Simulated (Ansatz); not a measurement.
Functionals compared on the (312) surface of tetragonal indium in its 1x1 cell, outermost plane spacing 0.97 Å in the ideal cut, in Ansatz (plane waves, PAW). The structure was relaxed with PBE; the other rows are single points on it, each with its references at the same level. Cutoff 420 eV (500 eV for r2SCAN).

Set-up: 11 atoms, 9.7 Å thick at the start (thin: gaps and levels are the slab's own); mesh 11x5x1; 0.1 eV smearing; dipole correction on; all atoms relaxed; symmetry of the start imposed; no spin, no spin-orbit, no U. These notes are the PBE run's.

```
functional  surface energy (J/m²)  work function of the top face (eV)           rough cost of the single point
----------  ---------------------  ----------------------------------  ---------------------------------------
PBE                          0.34                                3.82                                        –
LDA                           [?]                                 [?]          around 100 core-seconds (rough)
PBEsol                       0.46                                3.90  about 110 core-seconds (a rough figure)
RPBE                         0.23                                3.69                 roughly 110 core-seconds
r2SCAN                       0.37                                3.95              very roughly 4 core-minutes
```

### Question
Fill in the missing entries.

### Answer

- LDA, surface energy (J/m²): 0.51
- LDA, work function of the top face (eV): 4.09

Ansatz is a program for electronic structure.
